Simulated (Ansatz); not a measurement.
GaSb under load (space group F-43m), r2SCAN with spin-orbit coupling, rigid bands (Ansatz, a program for electronic structure). Condition of this run: hydrostatic pressure of 0.9 GPa (compression positive) (the target of the relaxation). Band gap 0.41 eV, N_c = 2.73e17 cm⁻³ and N_v = 6.51e18 cm⁻³ at 300 K, conductivity masses of 0.0558 mₑ (electrons) and 0.275 mₑ (holes). Take k_BT = 0.02585 eV.

Problem. What thermal injection velocity √(2k_BT/πm) limits a ballistic channel?

Solution. 2.28e7 cm/s for electrons and 1.03e7 cm/s for holes, a ratio of √(m_h/m_e) = 2.22, for dilute carriers.

Problem. Find the intrinsic carrier density and the intrinsic Fermi level.

Solution. n_i = √(N_c N_v) exp(−E_g/2k_BT) = 1.33e18 × exp(−7.93) = 4.8e14 cm⁻³. The level lies (k_BT/2) ln(N_v/N_c) = 41 meV from mid-gap (positive towards the conduction band). Each 0.1 eV added to the gap lowers n_i by a factor of 6.9.

Rigid bands with the computed gap; masses take one relaxation time for all states. Geometry: cell and atoms relaxed with PBEsol.
